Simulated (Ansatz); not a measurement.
Ansatz (a quantum-chemistry and plane-wave program) run on ZrAu (P4/mmm, 2 atoms in the cell): relaxation of cell and atoms.

Computed with PBEsol, default PAW files made with PBE (plane waves; Ansatz).

The change in words: atoms on their sites; basis.ecutwfc: 30.9 Ry → 37.1 Ry; relax: default → cell and atoms. Reference geometry:
```yaml
crystal:
  lattice:
    - [3.15616, 0.00000, 0.00000]
    - [0.00000, 3.15616, 0.00000]
    - [0.00000, 0.00000, 3.90579]
  atoms:
    - { symbol: Zr, position: [0.00000, 0.00000, 0.01280] }
    - { symbol: Au, position: [0.50000, 0.50000, 0.50000] }
```

Reference input (self-consistent single point, DFT, PBEsol, plane waves, default PAW files made with PBE): basis.ecutwfc = 30.9 Ry; kpoints.mp_grid.grid = 10 10 9; hamiltonian.xc = pbesol; hamiltonian.pseudopotentials = {kind: paw} (the program's default PAW files); scf.occupations.method = gaussian; scf.occupations.width = 0.0073 Ry. This run's input differs from it in these lines:

Ansatz 0.2 input:
```diff
@@ -6,6 +6,6 @@
   atoms:
-    - { symbol: Zr, position: [0.00000000, 0.00000000, 0.01280200] }
+    - { symbol: Zr, position: [0.00000000, 0.00000000, 0.00000000] }
     - { symbol: Au, position: [0.50000000, 0.50000000, 0.50000000] }
 basis:
-  ecutwfc: 30.9 Ry
+  ecutwfc: 37.1 Ry
 kpoints:
@@ -21,2 +21,4 @@
     width: 0.0073 Ry
+relax:
+  cell: {}
 output:
```

Output (repeated stretches shortened):

```
   [... SCF lines of the steps left out ...]
relax step   1: F+E_penalty+E_count = -17136.80105379 eV  Δ(F+E_penalty+E_count) = +0.000e0 eV  max|allowed force component| = 2.850e-29 eV/Å  Δτ_max = 0.0000 Å  P = -2.671 GPa  Ω = 38.907 Å³  (6 SCF iters, dr2 threshold 1.00e-7 eV, accepted)
relax step   2: F+E_penalty+E_count = -17136.78430668 eV  Δ(F+E_penalty+E_count) = +1.675e-2 eV  max|allowed force component| = 1.018e-28 eV/Å  Δτ_max = 0.0000 Å  P = +6.075 GPa  Ω = 36.698 Å³  energy of the carried Pulay correction = +1.029e-4 eV  [...]
   [... lines left out ...]
relax step   7: F+E_penalty+E_count = -17136.81370905 eV  Δ(F+E_penalty+E_count) = -7.821e-6 eV  max|allowed force component| = 1.292e-29 eV/Å  Δτ_max = 0.0000 Å  P = -0.002 GPa  Ω = 37.948 Å³  energy of the carried Pulay correction = +4.068e-5 eV  [...]
relax step   8: F+E_penalty+E_count = -17136.81368519 eV  Δ(F+E_penalty+E_count) = +2.386e-5 eV  max|allowed force component| = 1.361e-29 eV/Å  Δτ_max = 0.0000 Å  P = -0.002 GPa  Ω = 37.948 Å³  stress off target by 2.16e-3 GPa  SCF on the basis [...]
basis re-selected at this cell: Δ(F+E_penalty+E_count) = +2.386e-5 eV, ΔP = -0.000 GPa vs the last step
the relaxation is at rest under the 16 symmetry operations that the run kept from its start: a minimum is not shown …
Stability not checked: this state was not tested for a lower state beside it, because too few of the mixer's solves of this state at the end of the SCF gave a …
Free energy (F): -17136.813685 eV
Internal energy: -17136.804251 eV  (E = F + TS)
   [... lines left out ...]
Fermi energy:    18.088525 eV
   [... lines left out ...]
to start a new deck from the relaxed geometry:
  cell:  # Å, volume = 37.9478 Å³
    - [3.0808243331885885, 5.381607623750745e-34, 0.0]
    - [5.381607623750745e-34, 3.0808243331885885, 0.0]
    - [0.0, 0.0, 3.9980966502700266]
  atoms:
    - { symbol: Zr, position: [-2.5266609094582248e-34, -8.236092143148846e-84, 0.0] }
    - { symbol: Au, position: [0.5, 0.5, 0.49999999999999994] }
```

The run converged. 

Summary of the result:
- Free energy E − TS (on the zero of these files) = -17136.8137 eV
- Fermi level (on the code's own zero) = 18.09 eV
- Pressure = 0.00 GPa
- Final cell = a = b = 3.081 Å, c = 3.998 Å, α = β = γ = 90.00°
- Final volume per atom = 18.97 Å³
- Relaxation steps = 8

The starting cell comes from a database of computed structures (which also holds hypothetical and non-ambient phases and stackings), without a prior relaxation at this level. Its lattice was rescaled by up to half a per cent. The relaxation keeps the symmetry of its start, so its end need not be a minimum. Ansatz's pressure includes its estimate of the finite-basis (Pulay) stress.
